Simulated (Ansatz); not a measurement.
We consider Ge3N4 (P6₃/m, No. 176; cell taken from a computed entry), described by PBE (plane waves, PAW; Ansatz, a quantum-chemistry and plane-wave program).

Run with plane-wave cutoff 520 eV, 6×6×12 k mesh (along the axes of the cell as run), perturbation theory, scalar-relativistic PAW data made under PBE.

Computed at the level's own relaxed cell.

**Question.** Give the computed high-frequency dielectric constant (mean over three axes) and static dielectric constant (mean over three axes).

**Answer.** 
high-frequency dielectric constant (mean over three axes): 5.26
static dielectric constant (mean over three axes): 10.3

Note: the relaxation could not lower the start's symmetry, so the cell can be a saddle point above a distorted one.

It cost around 2.7 core-hours (rough) of CPU time.
